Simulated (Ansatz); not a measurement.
An Ansatz (a quantum-chemistry and plane-wave program) input (PBEsol (Ansatz), spin-orbit coupling left out):

Ansatz 0.2 input:
```yaml
crystal:
  lattice:
    - [3.7656472572, 0, 0]
    - [1.8828236286, 3.2611461864, 0]
    - [1.8828236286, -1.0870487288, 3.1726045208]
  atoms:
    - { symbol: Ga, position: [0, 0, 0] }
    - { symbol: P, position: [0.5, 0.25, 0.75] }
basis: { ecutwfc: 420, ecutrho_ratio: 4, xc_grid: 2, fft_grid_basis: typed }
kpoints: { mp_grid: { grid: [11, 11, 11] } }
hamiltonian:
  xc: pbesol
  dispersion: none
  pseudopotentials: { kind: paw }
scf: { occupations: { method: fermi_dirac, width: 0.05 } }
relax: { f_tol: 0.005, max_steps: 50, cell: { stress_tol: 0.01, fix: [a, b, gamma] } }
output: { forces: true, stress: true }
checkpoint: { write: state.ck, write_every: 1000 }
```

### Question
Which symmetry and how many k-points will the program report, and about how many plane waves at Γ?

### Answer
Space group R3m (ITA 160) with 6 operations, k-points 146 of 1331, and 749 plane waves at Γ.

### Question
And the final pressure?

### Answer
2.93 GPa (compression positive).

The cells carry an imposed strain or load. Stability against distortions was not tested. The cell was made from GaP in the zinc blende structure (space group F-43m, No. 216) by this change: biaxial strain −2.08 %, plane normal [111], relaxed out of plane.
